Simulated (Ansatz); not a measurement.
Take BN (space group P6_3/mmc, No. 194; a = 2.506 Å, c = 6.615 Å; layered, stacked along the Cartesian z axis) as the base.

Calculations: Ansatz (a first-principles code) PBE-D3(BJ), no spin-orbit coupling.

Before the change:

| Property | Value |
|---|---|
| Density | 2.29 g/cm³ |
| Band gap | 4.24 eV |

The change: a hydrostatic pressure of 3 GPa.

Question: How does this affect the density and band gap?

Answer: The density increases by 0.18 g/cm³, from 2.29 g/cm³ to 2.47 g/cm³; the band gap shrinks by 0.12 eV (4.24 eV → 4.12 eV).

Load acts through the strain it causes; cell and atoms are relaxed under it. No phonon test of stability was made.
